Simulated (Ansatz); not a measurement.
Abridged Ansatz (a first-principles code) output:

```
Relaxation: its limit of steps is 60 (relax.max_steps)
Pseudopotential: Al, paw, valence charge 3
Pseudopotential: Ti, paw, valence charge 12
Crystal: 2 atoms, lattice volume = 28.666 Å³
Basis set: ecut = 420 eV, 569 PW (Γ), exchange–correlation on 40×40×54 points (8 copies of the dense FFT grid, shifted against one another)
Bands: 12, of which v1, the nominal top of the filled ones, is band 8 counted from 1 (7 counted from 0)
Symmetry: 16 space group operations
k-points: 315 of 3072
Functional: x = pbe(κ = 0.804, μ = 0.2195149727645171), c = pbe(β = 0.06672455060314922)
SCF iter   1: F=—  HF=-3037.796693 eV  |F-HF|=—  |Δ(HF+E_count)|=         —  Δρ=4.59e-3  dr2=8.31e-3  ethr=1.77e-3  ⟨swp⟩=4.9  Hψ=19191  notcnv=0
SCF iter   2: F=—  HF=-3037.795679 eV  |F-HF|=—  |Δ(HF+E_count)|=   1.01e-3  Δρ=2.98e-3  dr2=4.44e-3  ethr=5.54e-5  ⟨swp⟩=1.0  Hψ=6300  notcnv=0
SCF 1 converged in 6 iterations: F = -3037.794860 eV  dr2 = 3.37e-10
relax step   1: F+E_penalty+E_count = -3037.79486017 eV  Δ(F+E_penalty+E_count) = +0.000e0 eV  max|allowed force component| = 1.381e-30 eV/Å  Δτ_max = 0.0000 Å  P = +18.001 GPa  Ω = 28.666 Å³  (6 SCF iters, dr2 threshold 1.00e-7 eV, accepted)
[... steps on the carried basis left out ...]
relax step   7: F+E_penalty+E_count = -3037.54525797 eV  Δ(F+E_penalty+E_count) = +1.307e-7 eV  max|allowed force component| = 7.889e-31 eV/Å  Δτ_max = 0.0000 Å  P = +30.001 GPa  Ω = 26.981 Å³  stress off target by 1.27e-2 GPa  SCF on the basis re-selected at this cell (its energy is not comparable with the rows above)  (10 SCF iters)
SCF converged after 10 iterations
Free energy (F): -3037.545258 eV
Internal energy: -3037.531957 eV  (E = F + TS)
E sigma→0 (E₀):  -3037.538607 eV
Entropy (-TS):   -0.013301 eV (-6.651 meV/atom)
Fermi energy:    13.577039 eV
--- Forces (eV/Å), atoms counted from 1 ---
  atom   1  Al     0.00000000     0.00000000     0.00000000
  atom   2  Ti    -0.00000000     0.00000000     0.00000000
--- Stress (GPa, compression-positive) ---
       29.994439      -0.000000      -0.000000
       -0.000000      29.994439       0.000000
       -0.000000       0.000000      30.012678
  P = ⅓ Tr σ = 30.0005 GPa (300.005 kbar)
--- Relaxed structure (5 steps of the walk, 5 accepted, 2 SCFs on fresh bases) ---
  cell:  # Å, volume = 26.9815 Å³
    - [2.6570512609727643, -1.7480969514822214e-33, -2.5368723331490162e-33]
    - [-1.7480969514822214e-33, 2.6570512609727643, -6.182294096705416e-34]
    - [-3.653382287437889e-33, -8.903200785275256e-34, 3.821783621661072]
  atoms:
    - { symbol: Al, position: [0.49999999999999994, 0.49999999999999994, 0.5] }
    - { symbol: Ti, position: [-7.086636997399036e-34, 1.135846719252118e-33, 2.371384560547759e-34] }
```

Question: What was computed, and what are the main results?

Answer: TiAl, 2 atoms in the cell, with plane-wave PAW DFT at the PBE level (Ansatz, 420 eV), scalar-relativistic without spin-orbit coupling, from a series relaxed to a target (pressure 30 GPa). The last SCF converged to F = -3037.545258 eV, or -1518.7726 eV per atom, at a pressure of 30.00 GPa. The total energy compares only with runs of the same code, potentials and settings.

Load acts through the strain it causes; cell and atoms are relaxed under it. Whether these cells are dynamically stable was not tested. Competing high-pressure phases were not computed. All final runs are without spin polarisation. The cell was made from TiAl (space group P4/mmm, No. 123) by this change: pressure 30 GPa.

Keys are those of Ansatz 0.2.
